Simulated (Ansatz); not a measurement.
Consider BN (space group Pm-3n, No. 223; a = 4.4402 Å; a hypothetical phase, not in the database extracts checked).

(Cell as relaxed with PBE.)

Levels (all Ansatz, a quantum-chemistry and plane-wave program, PAW): PBE (420 eV, scalar-relativistic without spin-orbit coupling); PBEsol (420 eV, no spin-orbit coupling).

Each level relaxes its own structure.

```
base                     PBE   PBEsol
-------------------  -------  -------
volume per atom      7.29 Å³  7.19 Å³
lattice parameter a  4.440 Å  4.419 Å
band gap             4.55 eV  4.39 eV
```

Perturbation: a hydrostatic pressure of 0.7 GPa.

```csv
quantity,PBE,PBEsol
smallest direct gap,4.98 eV,4.82 eV
shift of the gap caused by the change,0.00 eV,0.00 eV
band gap,4.56 eV,4.39 eV
```

PBE's smallest direct gap lies 0.16 eV above PBEsol's; PBE's band gap lies 0.163 eV above PBEsol's; the two agree on the shift of the gap caused by the change. Neither level is exact; PBEsol is the comparison here, not a measurement.

Load acts through the strain it causes; cell and atoms are relaxed under it. Stability against distortions was not tested.
